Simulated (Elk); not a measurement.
Input and output of a self-consistent single point for AlCo (Pm-3m, 2 atoms in the cell) (Elk).

Method: LDA (PW92), all-electron FP-LAPW, Elk's shipped species files, default APW+lo basis run with Elk 10.2.4.

```yaml
crystal:
  lattice:
    - [2.79515, 0.00000, 0.00000]
    - [0.00000, 2.79515, 0.00000]
    - [0.00000, 0.00000, 2.79515]
  atoms:
    - { symbol: Al, position: [0.00000, 0.00000, 0.00000] }
    - { symbol: Co, position: [0.50000, 0.50000, 0.50000] }
```

Reference input (self-consistent single point, DFT, PBE, all-electron FP-LAPW, Elk's shipped species files, default APW+lo basis): xctype = 20; rgkmax = 7; stype = 0; swidth = 0.00999582 Ha; ngridk = 9 9 9; rmtscf = 0.93. This run's input differs from it in these lines:

```diff
@@ -4,3 +4,3 @@
 xctype
-  20
+  3
```

The program printed (abridged):

```
│ Self-consistent loop started │
│ Loop number : 1 │
 total energy                :     -1639.88234116
│ Loop number : 2 │
 total energy                :     -1639.53585458
RMS change in Kohn-Sham potential (target) :   0.1739432652     (  0.1000000000E-05)
Absolute change in total energy (target)   :   0.3464865775     (  0.1000000000E-03)
│ Loop number : 3 │
 total energy                :     -1637.96533875
RMS change in Kohn-Sham potential (target) :   0.1254312730     (  0.1000000000E-05)
Absolute change in total energy (target)   :    1.657137476     (  0.1000000000E-03)
│ Loop number : 4 │
   [... lines left out ...]
Absolute change in total energy (target)   :   0.1158002524E-02 (  0.1000000000E-03)
│ Loop number : 13 │
 total energy                :     -1633.11676141
RMS change in Kohn-Sham potential (target) :   0.9942721947E-06 (  0.1000000000E-05)
Absolute change in total energy (target)   :   0.3455175229E-03 (  0.1000000000E-03)
│ Loop number : 14 │
 total energy                :     -1633.11677314
RMS change in Kohn-Sham potential (target) :   0.2115783064E-06 (  0.1000000000E-05)
Absolute change in total energy (target)   :   0.7464747500E-04 (  0.1000000000E-03)
Convergence targets achieved

│ Loop number : 15 │

Energies :
 Fermi                       :     0.363428576424
 total energy                :     -1633.11678727

Density of states at Fermi energy :    18.76805199
 (states/Hartree/unit cell)

Estimated indirect band gap :   0.6371362671E-02
 from k-point     25 to k-point     14
Estimated direct band gap   :   0.3024311982E-01
 at k-point     34

Charges :
 core                        :    16.00000000
 valence                     :    24.00000000
 interstitial                :    2.722688041
 muffin-tins (core leakage)
  species :    1 (Al)
   atom    1                 :    11.15051606     (  0.1151605446E-02)
  species :    2 (Co)
   atom    1                 :    26.12679590     (  0.1228402976E-02)
 total in muffin-tins        :    37.27731196
 total calculated charge     :    39.98984436
 total charge                :    40.00000000
 error                       :   0.1015563704E-01

│ Self-consistent loop stopped │
```

The run converged in 15 iterations. The count includes the last loop, which Elk runs after its targets are met. 

The starting cell comes from a database of computed structures (which also holds hypothetical and non-ambient phases and stackings), without a prior relaxation at this level. Its lattice was rescaled by a random factor within 2.5 % of one. Spin polarisation is off. Values depend on the basis (sphere radii, cutoffs, local orbitals), which need not be converged. The log's line on a gap gives a spacing of levels on this mesh, which the program prints for metals too.
